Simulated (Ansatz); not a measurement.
The starting structures come from a database of crystals and need not be the phases stable at ambient conditions.

By LDA and PBEsol, the system below comes out a metal.

Here is the system:

```
CELL_PARAMETERS angstrom
      2.91969     0.00000     0.00000
      0.00000     4.89317     0.00000
     -1.36439     0.00000     2.47096
ATOMIC_POSITIONS crystal
  Au 0.66934 0.25000 0.33467
  Au 0.33066 0.75000 0.66533
```

Space group of this cell: Cmcm. The cell is taken as given; by PBEsol its mean pressure is -5.3 GPa.

The current runs along the normal of the first two printed vectors. All runs by Ansatz (a quantum-chemistry and plane-wave program), plane waves and PAW, without spin-orbit coupling; the base is PBEsol.

| run | mean pressure (GPa) | G/A, both spins (10¹⁵ S/m²) |
|---|---|---|
| base | -5.3 | 0.86 |
| all lengths scaled by 0.98 | 5.0 | 0.90 |
| all lengths scaled by 1.02 | -12.2 | [?] |
| lda in place of pbesol | -9.7 | 0.86 |
| lengths along the current scaled by 0.97, ions clamped | 0.0 | [?] |
| lengths along the current scaled by 1.03, ions clamped | -9.2 | 0.85 |

### Question
Fill in the missing entries.

### Answer

- all lengths scaled by 1.02, G/A, both spins (10¹⁵ S/m²): 0.82
- lengths along the current scaled by 0.97, ions clamped, G/A, both spins (10¹⁵ S/m²): 0.87
